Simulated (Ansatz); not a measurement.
Consider Cu in the fcc (Cu type) structure (space group Fm-3m, No. 225; a = 3.630 Å; relaxed with 0.1 eV smearing). Axes: x, y, z lie along the cube axes.

All numbers come from PBE (Ansatz, a program for electronic structure), no spin-orbit coupling.

It is then changed as follows: the cell is scaled by 0.9850 in all directions; the atoms relax in the strained cell.

Question: Predict the stress tensor and what it implies for the stiffness.

Answer: Stress of the strained cell less that of the base (GPa, compression positive):
```
    7.2     0.0     0.0
    0.0     7.2     0.0
    0.0     0.0     7.2
```

Then B = −ΔP/(ΔV/V₀) with ΔV/V₀ = -0.0443 gives secant stiffness values (nonlinear terms included at this strain): B ≈ 162 GPa.

As a check, the harmonic strain energy −½ V₀ Δσ:ε is 12 meV/atom; the computed energy rise is 11 meV/atom.

Whether these cells are dynamically stable was not tested. The final runs are not spin-polarised.
